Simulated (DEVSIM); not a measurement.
Structure: Pt/Al2O3/SiO2/p-Si capacitor, at 300 K.

| layer (left to right) | material | thickness (nm) | Na (cm⁻³) |
|---|---|---|---|
| 1 | Al2O3 | 4.40 | - |
| 2 | SiO2 | 1.40 | - |
| 3 | Si | 3800 | 2.3e16 |

Metal gate on the left, work function 5.6 eV. Fixed charge at the semiconductor interface 0 cm⁻² (in units of +e); no interface traps.

This is a model device: material constants are rounded textbook-type values typed into the input, and sizes, dopings and lifetimes were drawn at random. Values at 300 K.

| parameter | Al2O3 | SiO2 | Si |
|---|---|---|---|
| gap (eV) | 6.8 | 9 | 1.124 |
| affinity (eV) | 1.35 | 0.9 | 4.05 |
| permittivity | 9 | 3.9 | 11.7 |
| Nc (cm⁻³) | - | - | 2.86e19 |
| Nv (cm⁻³) | - | - | 3.1e19 |

DEVSIM, 1D Poisson equation in equilibrium, Boltzmann statistics, complete ionisation; no quantum confinement or tunnelling. Metal contacts follow the ideal Schottky-Mott rule: no Fermi-level pinning, no interface dipoles.

Task: Tabulate band edges, carrier densities and field at 1.2 V on the gate.

Result: Energies count from the Fermi level of the right contact; mesh points crowd at the junctions.

```tsv
x (μm)	Ec (eV)	Ev (eV)	n (cm⁻³)	p (cm⁻³)	field (V/cm)
0.000	3.050	-3.750	< 1e2	< 1e2	78000
0.001213	3.059	-3.741	< 1e2	< 1e2	78000
0.002821	3.072	-3.728	< 1e2	< 1e2	78000
0.004151	3.082	-3.718	< 1e2	< 1e2	78000
0.005172	3.548	-5.452	< 1e2	< 1e2	180000
0.006014	0.411	-0.713	3.6e12	3.2e7	60000
0.007740	0.421	-0.703	2.4e12	4.8e7	59000
0.01412	0.458	-0.666	5.8e11	2.0e8	57000
0.02676	0.527	-0.597	4.0e10	2.9e9	52000
0.05453	0.658	-0.466	2.5e8	4.7e11	42000
0.1210	0.862	-0.262	93000	1.2e15	19000
0.3488	0.938	-0.186	5100	2.3e16	10
0.8073	0.938	-0.186	5100	2.3e16	≈ 0
1.815	0.938	-0.186	5100	2.3e16	≈ 0
3.142	0.938	-0.186	5100	2.3e16	≈ 0
3.522	0.938	-0.186	5100	2.3e16	≈ 0
3.680	0.938	-0.186	5100	2.3e16	≈ 0
3.753	0.938	-0.186	5100	2.3e16	≈ 0
3.789	0.938	-0.186	5100	2.3e16	≈ 0
3.799	0.938	-0.186	5100	2.3e16	≈ 0
3.804	0.938	-0.186	5100	2.3e16	≈ 0
3.806	0.938	-0.186	5100	2.3e16	≈ 0
```
